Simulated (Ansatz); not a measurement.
# PtSe2 (model structure, started from the 3R-MoS2 type, R3m, No. 160, 3 atoms in the cell)

Calculation: PBE (PAW; Ansatz, a quantum-chemistry and plane-wave program).

Numerical settings: plane-wave cutoff 500 eV, 14×14×14 k mesh, Fermi–Dirac smearing 0.05 eV, scalar-relativistic PAW data made under PBE.

Cell (relaxed at this level):

```
CELL_PARAMETERS angstrom
      1.84528     1.06538     5.55654
     -1.84528     1.06538     5.55654
      0.00000    -2.13075     5.55654
ATOMIC_POSITIONS crystal
  Pt 0.00059 0.00059 0.00059
  Se 0.75356 0.75356 0.75356
  Se 0.57914 0.57914 0.57914
```

```
Property         Result
--------  -------------
band gap  zero (no gap)
```

Note: the relaxation could raise the start's symmetry but not lower it, so the cell can be a saddle point.

Spin–orbit coupling is not included.

A model structure was made by putting elements into a prototype or built by hand; it is no filed structure, need not be a known phase, and can be a saddle point held by its symmetry.
